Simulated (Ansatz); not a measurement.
The starting structures come from a database of crystals and need not be the phases stable at ambient conditions.

**Evanescent states of LaN (P6_3mc, wurtzite, not sure to be the ambient phase, 4 atoms a cell, 21.9 Å³ an atom) along the normal of (110)**

These are r2SCAN (plane waves, PAW; Ansatz, an electronic-structure program) values and carry that method's errors.

No gap correction and no spin-orbit coupling; mid-gap values are interpolated between computed energies.

Energies count from the valence-band top; κ is the least over a 6×4 mesh across the current.

| E (eV) | κ (1/Å) | where |
|---|---|---|
| 0.04 | 0.137 | Γ |
| 0.12 | 0.176 | Γ |
| 0.20 | 0.200 | Γ |
| 0.28 | 0.218 | Γ |
| 0.36 | 0.233 | Γ |
| 0.44 | 0.246 | Γ |
| 0.52 | 0.256 | Γ |
| 0.60 | 0.266 | Γ |
| 0.68 | 0.269 | Γ |
| 0.76 | 0.256 | Γ |
| 0.84 | 0.242 | Γ |
| 0.92 | 0.228 | Γ |
| 1.00 | 0.211 | Γ |
| 1.08 | 0.192 | Γ |
| 1.16 | 0.171 | Γ |
| 1.24 | 0.145 | Γ |
| 1.32 | 0.112 | Γ |
| 1.40 | 0.060 | Γ |

Question: How thick must the barrier be to attenuate the transmission by 10^4 when the electrodes' Fermi level lies at 0.52 eV, and what attenuation does that film give at 0.84 eV?

Answer: d = 4 ln 10 / (2 × 0.256) = 18.0 Å. At 0.84 eV it gives 4 × 0.242/0.256 = 3.8 decades.
